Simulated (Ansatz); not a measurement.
MgO: response to strain

The reference is MgO in the rock salt structure (space group Fm-3m, No. 225; a = 4.159 Å). Axes: x, y, z lie along the cube axes.

Strains are applied to the cell and any free atomic positions relax; under biaxial strain the out-of-plane vector relaxes too.

Level of theory: LDA (Ansatz, a first-principles code, PAW, spin-orbit coupling left out).

| biaxial strain, plane normal [001], relaxed out of plane (%) | out-of-plane strain (%) |
|---|---|
| -3 | 1.90 |
| -2.5 | 1.56 |
| -2 | 1.23 |
| -1.5 | 0.91 |
| -1 | ? |
| 0 | 0.00 |

### Question
Fit ε⊥ = −νε + γε² (strains in %) to the rows shown and predict the withheld row.

### Answer
Least squares on the printed values gives ν = 0.58 (the biaxial Poisson response) and γ = 0.018 (largest residual 0.00 %); this predicts 0.60 %, and the run gives 0.60 %, in agreement.

Whether these cells are dynamically stable was not tested.
